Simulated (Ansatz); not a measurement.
# CuI under a change: isotropic strain −1.50 %

The reference is CuI in the zinc blende structure (space group F-43m, No. 216; a = 6.079 Å).

It is then changed as follows: the cell is scaled by 0.9850 in all directions; the atoms relax in the strained cell.

Computed with Ansatz (a quantum-chemistry and plane-wave program) PBE, without spin-orbit coupling. Settings: 9×9×9 k-points, 0.05 eV Fermi–Dirac smearing.

```csv
quantity,base,changed,shift
volume per atom,28.09 Å³,26.84 Å³,-1.245 Å³
space group,F-43m (No. 216),F-43m (No. 216),–
energy relative to the base (free energy F),0 meV/atom,+7.3 meV/atom,+7.3 meV/atom
pressure,-0.01 GPa,1.98 GPa,+1.99 GPa
band gap,1.10 eV,1.22 eV,+0.12 eV
gap character,direct at Γ,direct at Γ,–
mean gap deformation potential ΔEg/Δln V,–,-2.7 eV,–
electron mass,0.15 mₑ (at Γ),0.15 mₑ (at Γ),–
"hole mass (degenerate bands, along [100])","0.22, 0.75, 0.75 mₑ (at Γ)","0.22, 0.68, 0.68 mₑ (at Γ)",–
"valley order (the lowest conduction-band minima on the path, energy above the VBM, named in the base's zone)",Γ 1.10 eV; L along ⟨111⟩ 2.13 eV; X along ⟨100⟩ 2.73 eV,Γ 1.22 eV; L along ⟨111⟩ 2.17 eV; X along ⟨100⟩ 2.63 eV,–
```

Final structure:

```yaml
crystal:
  lattice:
    - [0.00000, 2.99408, 2.99408]
    - [2.99408, 0.00000, 2.99408]
    - [2.99408, 2.99408, 0.00000]
  atoms:
    - { symbol: Cu, position: [0.00000, 0.00000, 0.00000] }
    - { symbol: I, position: [0.25000, 0.25000, 0.25000] }
```

With I present, leaving out spin-orbit coupling can change the band edges. Masses are band curvatures over ±0.01 Å⁻¹ around the edge. Whether these cells are dynamically stable was not tested. All final runs are without spin polarisation.
